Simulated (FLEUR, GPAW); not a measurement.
A GPAW input for a self-consistent single point of ZnF2 (P4_2/mnm, 6 atoms in the cell) (DFT PBEsol, plane waves, GPAW PAW datasets PBEsol (made by gpaw-setup)):

```python
from ase import Atoms
from ase.units import GPa
from gpaw import GPAW, PW, FermiDirac

atoms = Atoms(['Zn', 'Zn', 'F', 'F', 'F', 'F'],
              cell=[[4.700000, 0.000000, 0.000000],
                    [0.000000, 4.700000, 0.000000],
                    [0.000000, 0.000000, 3.130000]],
              scaled_positions=[[0.000000, 0.000000, 0.000000],
                                [0.500000, 0.500000, 0.500000],
                                [0.303000, 0.303000, 0.000000],
                                [0.803000, 0.197000, 0.500000],
                                [0.197000, 0.803000, 0.500000],
                                [0.697000, 0.697000, 0.000000]],
              pbc=True)

calc = GPAW(mode=PW(950),
            xc='PBEsol',
            kpts=(5, 5, 7),
            occupations=FermiDirac(0.01),
            nbands=-6,
            convergence={'density': 1e-05, 'energy': 1e-05, 'bands': -4},
            symmetry={'symmorphic': False, 'tolerance': 0.0005},
            maxiter=100)

atoms.calc = calc

energy = atoms.get_potential_energy()
print('Energy (eV):', round(energy, 6))
forces = atoms.get_forces()
print('Forces (eV/Ang):')
print(forces.round(5))
stress = atoms.get_stress()
print('Stress (GPa, Voigt):', (stress / GPa).round(4))
```

Problem. Translate this input to FLEUR.

Solution. One input that does it (others would too):

Input of the input generator:

```
ZnF2 crystal
&input film=f /
4.7000000000 0.0000000000 0.0000000000
0.0000000000 4.7000000000 0.0000000000
0.0000000000 0.0000000000 3.1300000000
1.8897261246
1.0 1.0 1.0

6
30 0.0000000000 0.0000000000 -0.0000000000
30 0.5000000000 0.5000000000 0.5000000000
9 0.3030000000 0.3030000000 -0.0000000000
9 0.8030000000 0.1970000000 0.5000000000
9 0.1970000000 0.8030000000 0.5000000000
9 0.6970000000 0.6970000000 -0.0000000000

&comp jspins=1 /
&exco xctyp='PBEs' /
&kpt div1=5 div2=5 div3=7 /
&end /
```

```xml
<?xml version="1.0" encoding="UTF-8" standalone="no"?>
<fleurInput fleurInputVersion="0.39">
   <comment>
      ZnF2 crystal                                                                                        
   </comment>
   <calculationSetup>
      <cutoffs Kmax="4.8" Gmax="19.2" GmaxXC="19.2" numbands="0"/>
      <scfLoop itmax="60" minDistance="0.00001" maxIterBroyd="15" imix="Anderson" alpha="0.05" precondParam="0.0" spinf="2.0"/>
      <coreElectrons ctail="T" frcor="F" kcrel="0" coretail_lmax="0"/>
      <xcFunctional name="PBEs" relativisticCorrections="F"/>
      <magnetism jspins="1"/>
      <soc l_soc="F" theta="0.0" phi="0.0" spav="F"/>
      <expertModes spex="0" secvar="F"/>
      <geometryOptimization l_f="T" forcealpha="1.0" forcemix="BFGS" epsdisp="0.00001" epsforce="0.00001"/>
      <ldaU l_linMix="F" mixParam="0.05" spinf="1.0"/>
   </calculationSetup>
   <cell>
      <bzIntegration valenceElectrons="52.0" mode="hist" fermiSmearingEnergy="0.00036749">
         <kPointListSelection listName="default-1"/>
         <!-- k-points included here -->
         <xi:include xmlns:xi="http://www.w3.org/2001/XInclude" href="kpts.xml"> </xi:include>
      </bzIntegration>
      <!-- symmetry operations included here -->
      <xi:include xmlns:xi="http://www.w3.org/2001/XInclude" href="sym.xml"> </xi:include>
      <bulkLattice scale="1.0">
         <bravaisMatrix>
            <row-1>    8.8817127856199996     0.0000000000000000     0.0000000000000000</row-1>
            <row-2>    0.0000000000000000     8.8817127856199996     0.0000000000000000</row-2>
            <row-3>    0.0000000000000000     0.0000000000000000     5.9148427699979997</row-3>
         </bravaisMatrix>
      </bulkLattice>
   </cell>
   <atomSpecies>
      <species name="Zinc (Zn)" element="Zn" atomicNumber="30">
         <mtSphere radius="2.22" gridPoints="783" logIncrement="0.016"/>
         <atomicCutoffs lmax="8" lnonsphr="6"/>
         <electronConfig flipSpins="F">
            <coreConfig>(1s1/2) (2s1/2) (2p1/2) (2p3/2) (3s1/2) (3p1/2) (3p3/2)</coreConfig>
            <valenceConfig>(4s1/2) (3d3/2) (3d5/2)</valenceConfig>
         </electronConfig>
         <energyParameters s="4" p="4" d="3" f="4"/>
      </species>
      <species name="Fluorine (F)" element="F" atomicNumber="9">
         <mtSphere radius="1.25" gridPoints="443" logIncrement="0.024"/>
         <atomicCutoffs lmax="6" lnonsphr="4"/>
         <electronConfig flipSpins="F">
            <coreConfig>(1s1/2)</coreConfig>
            <valenceConfig>(2s1/2) (2p1/2) (2p3/2)</valenceConfig>
            <stateOccupation state="(2p1/2)" spinUp="0.8333333333333" spinDown="0.8333333333333"/>
            <stateOccupation state="(2p3/2)" spinUp="1.6666666666667" spinDown="1.6666666666667"/>
         </electronConfig>
         <energyParameters s="2" p="2" d="3" f="4"/>
      </species>
   </atomSpecies>
   <atomGroups>
      <atomGroup species="Zinc (Zn)">
         <relPos label="                   1">.0000000000 .0000000000 .0000000000</relPos>
         <relPos label="                   2">1.000/2.000 1.000/2.000 1.000/2.000</relPos>
         <force calculate="T" relaxXYZ="TTT"/>
      </atomGroup>
      <atomGroup species="Fluorine (F)">
         <relPos label="                   3">.3030000000 .3030000000 .0000000000</relPos>
         <relPos label="                   4">-.1970000000 .1970000000 1.000/2.000</relPos>
         <relPos label="                   5">.1970000000 -.1970000000 1.000/2.000</relPos>
         <relPos label="                   6">-.3030000000 -.3030000000 .0000000000</relPos>
         <force calculate="T" relaxXYZ="TTT"/>
      </atomGroup>
   </atomGroups>
   <output dos="F" band="F" slice="F">
      <checks vchk="F" cdinf="F"/>
      <bandDOS minEnergy="-.5*Htr" maxEnergy="0.5*Htr" sigma="0.015" storeEVData="T"/>
      <vacuumDOS vacdos="F" integ="F" star="F" nstars="0" locx1="0.0" locy1="0.0" locx2="0.0" locy2="0.0" nstm="0" tworkf="0.0"/>
      <unfoldingBand unfoldBand="F" supercellX="1" supercellY="1" supercellZ="1"/>
      <plotting iplot="0" polar="F">
         <plot TwoD="T" vec1="  1.0  0.0  0.0" vec2="  0.0  1.0  0.0" vec3="  0.0  0.0  1.0" zero="  0.0  0.0  0.0" file="plot"/>
      </plotting>
      <chargeDensitySlicing numkpt="0" minEigenval="0.0" maxEigenval="0.0" nnne="0" pallst="F"/>
      <specialOutput eonly="F"/>
      <magneticCircularDichroism mcd="F" energyLo="-10.0" energyUp="0.0"/>
   </output>
  <!-- We include the file relax.xml here to enable relaxations (see documentation) -->
  <xi:include xmlns:xi="http://www.w3.org/2001/XInclude" href="relax.xml"> <xi:fallback/> </xi:include>
</fleurInput>
```

Basis, cutoffs, solver keys and any potentials are the target program's own. This input uses DFT, PBEsol, all-electron FLAPW (FLEUR), scalar-relativistic valence.

The starting cell has typed, rounded lattice constants, without a prior relaxation at this level.
